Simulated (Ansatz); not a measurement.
CsCl-type RuAl was calculated with B3LYP (VWN-RPA form) (Ansatz, a first-principles code, plane waves, PAW).

Run with plane-wave cutoff 460 eV, 10×10×10 k mesh, Fermi–Dirac smearing 0.05 eV, no spin polarisation, scalar-relativistic PAW data made under PBE.

Computed points:

| V (Å³/atom) | E − E_lowest (meV/atom) | P (GPa) |
|---|---|---|
| 12.829 | 24.98 | 12.14 |
| 13.248 | 3.63 | 4.38 |
| 13.504 | 0.00 | 0.25 |
| 13.841 | 4.68 | -4.58 |
| 14.179 | 18.88 | -8.80 |

Question: Estimate the bulk modulus from the pressures at 13.248 and 13.841 Å³/atom, and compare it with a fit to all energies.

Answer: B = −V dP/dV. Between V = 13.248 and 13.841 Å³/atom, dP/dV = (-4.58 − (4.38))/(13.841 − 13.248) = -15.1 GPa per Å³/atom; at the midpoint 13.544 Å³/atom this gives B ≈ 205 GPa. The third-order Birch–Murnaghan fit gives V0 = 13.520 Å³/atom, B0 = 206 GPa, B′ = 4.5, which lies within 1 % of that estimate.

Note: the run has no spin polarisation, so it can have missed a magnetic state.
